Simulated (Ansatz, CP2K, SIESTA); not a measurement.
LaNiGe₃ (P1, 5 atoms in the cell) computed with different codes at matched settings

Self-consistent single point, at a second geometry (atoms moved at random). First geometry:

```xyz
5
Lattice="-2.2074 2.2074 4.8551 2.2074 -2.2074 4.8551 2.2074 2.2074 -4.8551" Properties=species:S:1:pos:R:3 pbc="T T T"
La     0.0000     0.0000     5.5533
Ni     0.0000     0.0000     2.2731
Ge     0.0000     2.2074     3.2037
Ge     2.2074     0.0000     3.2037
Ge     0.0000     0.0000     9.6224
```

Second geometry:
```xyz
5
Lattice="-2.2074 2.2074 4.8551 2.2074 -2.2074 4.8551 2.2074 2.2074 -4.8551" Properties=species:S:1:pos:R:3 pbc="T T T"
La     0.0371     0.0000     5.6112
Ni    -0.0110    -0.0352     2.2740
Ge    -0.0572     2.1991     3.1341
Ge     2.2370     0.0253     3.1561
Ge     0.0015     0.0183     9.6807
```

Shared settings, as Ansatz (a quantum-chemistry and plane-wave program) writes them: kpoints.mp_grid.grid = 6 6 6; scf.occupations.method = gaussian; scf.occupations.width = 0.2 eV. Potentials and cutoffs stand in the table.

| code | model | ΔF from the first geometry (meV/atom) | pressure (GPa) | largest force (eV/Å) | cutoff |
|---|---|---|---|---|---|
| CP2K | PBEsol, GPW, DZVP-MOLOPT-SR-GTH basis, GTH-PBE potentials (GTH_POTENTIALS) | 14.9 | 0.97 | 0.725 | grid 600 Ry |
| SIESTA | GGA PBEsol, numerical atomic orbitals TZP, PseudoDojo PBEsol standard norm-conserving potentials (rewritten from UPF to PSML) | 13.2 | -0.37 | 0.736 | grid 300 Ry |
| Ansatz | PBEsol, PAW files made with PBE | 19.7 | -2.68 | 0.767 | default |

Size of the force on each atom (eV/Å): Sizes of forces hide their directions.

| code | La1 | Ni2 | Ge3 | Ge4 | Ge5 |
|---|---|---|---|---|---|
| CP2K | 0.725 | 0.412 | 0.709 | 0.685 | 0.465 |
| SIESTA | 0.731 | 0.459 | 0.736 | 0.712 | 0.427 |
| Ansatz | 0.732 | 0.387 | 0.767 | 0.724 | 0.641 |

On Ansatz's run: spin polarisation is off.

The spread over the programs that give each value: ΔF from the first geometry within 6.5 meV/atom; pressure within 3.65 GPa; largest force within 0.042 eV/Å.

CP2K and SIESTA use small atom-centred bases, whose incompleteness enters pressures, forces and empty levels differently from a plane-wave cutoff. Ansatz's pressure is given at a fixed set of plane waves, as the other plane-wave codes print theirs; with its correction for the finite basis it is -2.64 GPa.

The starting cell comes from a database of computed structures (which also holds hypothetical and non-ambient phases and stackings), without a prior relaxation at this level. Its lattice was rescaled by a random factor within 2.5 % of one. For this run, on top of that: atoms moved at random.

Keys are those of Ansatz 0.2.
